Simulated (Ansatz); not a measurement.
The reference is SnSe2 in the CdI2 type structure (space group P-3m1, No. 164; a = 3.8258 Å, c = 6.2309 Å; layered, stacked along the Cartesian z axis).

Levels (all Ansatz, a quantum-chemistry and plane-wave program, PAW): r2SCAN+rVV10 (500 eV, spin-orbit coupling left out); HSE06+SOC (420 eV, spin-orbit coupling included).

The geometry is relaxed with r2SCAN+rVV10.

```
Quantity                 Value
---------------------  -------
r2SCAN+rVV10 band gap  0.94 eV
```

Task: How does going to HSE06+SOC change the band gap?

Result: The band gap goes up by 0.34 eV, from 0.94 eV to 1.28 eV.

Single points use the geometry relaxed with r2SCAN+rVV10. HSE06 was sampled on its mesh, a few special points and the semilocal edge points, so its gap is an upper bound. The spin-orbit shifts are approximate. Stability against distortions was not tested.
